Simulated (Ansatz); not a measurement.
## GaN under load (space group P6_3mc): band-edge transport data

```yaml
crystal:
  lattice:
    - [3.19014, 0.00000, 0.00000]
    - [-1.59507, 2.76274, 0.00000]
    - [0.00000, 0.00000, 5.12525]
  atoms:
    - { symbol: Ga, position: [0.33333, 0.66667, 0.99797] }
    - { symbol: Ga, position: [0.66667, 0.33333, 0.49797] }
    - { symbol: N, position: [0.33333, 0.66667, 0.37703] }
    - { symbol: N, position: [0.66667, 0.33333, 0.87703] }
```

These are r2SCAN with spin-orbit coupling, rigid bands (plane waves, PAW; Ansatz, a program for electronic structure) values and carry that method's errors. Condition of this run: uniaxial stress along c of 4 GPa (compression positive) (the target of the relaxation). Geometry: cell and atoms relaxed with PBEsol, then loaded as said.

The band gap comes out as 2.40 eV and the electron conductivity mass (300 K, dilute) comes out as 0.20 (x), 0.20 (y), 0.188 (z) mₑ. The hole conductivity mass (300 K, dilute) is 1.73 (x), 1.73 (y), 0.75 (z) mₑ and the effective density of states N_c (300 K) is 2.1e18 cm⁻³. The effective density of states N_v (300 K) is 4.7e19 cm⁻³ and the density-of-states mass, electrons comes out as 0.192 mₑ. The density-of-states mass, holes is 1.51 mₑ and the Seebeck coefficient, n-type 1e19 cm⁻³, 300 K is -113 μV/K. The best n-type power factor at 300 K for τ = 10 fs (best axis; densities from 1e16 to 1e21 cm⁻³ tried, whether or not they can be reached) is 1.82 μW/(cm·K²) at 1e19 cm⁻³. The Seebeck coefficient, p-type 1e19 cm⁻³, 300 K is 393 μV/K and the best p-type power factor at 300 K for τ = 10 fs (best axis; densities from 1e16 to 1e21 cm⁻³ tried, whether or not they can be reached) is 12.4 μW/(cm·K²) at 3e20 cm⁻³.

Rigid bands; masses and Seebeck coefficients take one relaxation time τ for all states and one kind of carrier; polarons and phonon drag are left out. Geometry: cell and atoms relaxed with PBEsol.
